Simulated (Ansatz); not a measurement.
We consider rock-salt NaH, described by PBEsol (Ansatz, a first-principles code, PAW).

Input file:

Ansatz 0.2 input:
```yaml
crystal:
  lattice:
    - [0.0, 2.4274812256, 2.4274812256]
    - [2.4274812256, 0.0, 2.4274812256]
    - [2.4274812256, 2.4274812256, 0.0]
  atoms:
    - { symbol: Na, position: [0.0, 0.0, 0.0] }
    - { symbol: H, position: [0.5, 0.5, 0.5] }
basis:
  ecutwfc: 520
  ecutrho_ratio: 4
  xc_grid: 2
kpoints:
  mp_grid: { grid: [12, 12, 12] }
hamiltonian:
  xc: pbesol
  dispersion: none
  pseudopotentials: { kind: paw }
scf:
  occupations: { method: fermi_dirac, width: 0.01 }
  convergence: { dr2_threshold: 0.000000001 }
output:
  forces: true
  stress: true
  eigenvalues: true
```

### Question
How many irreducible k-points, plane waves at Γ does the program set up, and what pressure does the run end with?

### Answer
72 irreducible k-points, 749 plane waves at Γ; P = -0.88 GPa, so the cell is stretched on average and its volume would shrink at this level.

The run printed, among other lines:

```
WARN output.stress: scf.convergence.dr2_threshold = 1e-9 eV is looser than the 2e-10 eV advised for a printed stress (1e-10 eV for each atom of the cell: 2)
Crystal: 2 atoms, lattice volume = 28.609 Å³
Basis set: ecut = 520 eV, 749 PW (Γ), exchange–correlation on 54×54×54 points (8 copies of the dense FFT grid, shifted against one another)
Bands: 9, of which v1, the nominal top of the filled ones, is band 5 counted from 1 (4 counted from 0)
Symmetry: 48 space group operations
Space group: Fm-3m (ITA 225), of the structure as read, at distance tolerance 3.1e-5 Å
k-points: 72 of 1728
Functional: x = pbesol(κ = 0.804, μ = 0.12345679012345678), c = pbesol(β = 0.046)
SCF iter   1: F=—  HF=-1491.913215 eV  |F-HF|=—  |Δ(HF+E_count)|=         —  Δρ=6.40e-3  dr2=1.02e-2
SCF iter   2: F=—  HF=-1491.909335 eV  |F-HF|=—  |Δ(HF+E_count)|=   3.88e-3  Δρ=1.81e-3  dr2=8.57e-4
  ...
SCF iter   5: F=—  HF=-1491.909061 eV  |F-HF|=—  |Δ(HF+E_count)|=   1.89e-7  Δρ=4.30e-6  dr2=3.91e-9
SCF iter   6: F=-1491.909061 eV  HF=-1491.909061 eV  |F-HF|=1.05e-11  |Δ(HF+E_count)|=  1.98e-10  Δρ=4.11e-7  dr2=1.07e-11
SCF 1 converged in 6 iterations: F = -1491.909061 eV  dr2 = 1.07e-11
SCF converged after 6 iterations
Free energy (F): -1491.909061 eV
Internal energy: -1491.909061 eV  (E = F + TS)
E sigma→0 (E₀):  -1491.909061 eV
Fermi energy:    2.549548 eV
--- Stress (GPa, compression-positive) ---
       -0.879306       0.000000       0.000000
        0.000000      -0.879306       0.000000
        0.000000       0.000000      -0.879306
  P = ⅓ Tr σ = -0.8793 GPa (-8.793 kbar)
```

The cell is one volume of an energy–volume scan, off the minimum.

The PAW data were made under PBE.
